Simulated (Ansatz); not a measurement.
For CdS (model structure, started from the BN type, Pm-3n, No. 223, 12 atoms in the cell), PBE in Ansatz (plane waves, PAW) gives:

| Property | Result |
|---|---|
| equilibrium lattice constant a | 7.281 Å |
| cohesive energy | 2.49 eV/atom |

Q: What does r²SCAN+rVV10 (PAW; Ansatz, an electronic-structure program) give for the same quantities?

A: 
- lattice constant a: 7.200 Å (decreases by 1.1 %)
- cohesive energy: 2.85 eV/atom (goes up by 0.36 eV/atom)

Changes are worked out from the printed values.

Unless a cell is named, each level is at its own relaxed cell (PBE 32.17, r²SCAN+rVV10 31.11 Å³/atom).

Ansatz's density-functional and Hartree–Fock values are scalar-relativistic unless marked +SOC, with PAW data made under PBE.

A model structure was made by putting elements into a prototype or built by hand; it is no filed structure, need not be a known phase, and can be a saddle point held by its symmetry.
